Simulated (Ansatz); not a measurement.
Structures of equal composition on the (111) surface of germanium (Ge plane on top): (√3x√3)R30° Al adatom at H3; (√3x√3)R30° Al adatom at T4. The slabs share one bottom face, and each structure is named by its start. These are constructed structures in small cells; real faces may alloy, dewet or reconstruct in larger ones, and not all known structures of the face are among them. Slabs of about 13 Å, Fermi-Dirac smearing of 0.025 eV. Bottom of the slabs: H caps. Relaxed from the named starts with such symmetry as they have, on meshes of like density; energies extrapolated to zero smearing; spin only where a row says so; no spin-orbit coupling, no U. Brackets mark spin-polarised runs, whose order is one that fits the cell. Where a second, spin-polarised start was run, the lower counts.

Method: r2SCAN, at the PBE geometry (plane waves to 500 eV, PAW; Ansatz, a program for electronic structure).

**Question.** Put the candidates in order of energy per 1x1 cell, lowest first, for r2SCAN, at the PBE geometry.

**Answer.** (√3x√3)R30° Al adatom at T4 (0.000 eV, a narrow gap of 0.06 eV by band count), (√3x√3)R30° Al adatom at H3 (0.110 eV, a narrow gap of 0.06 eV by band count)
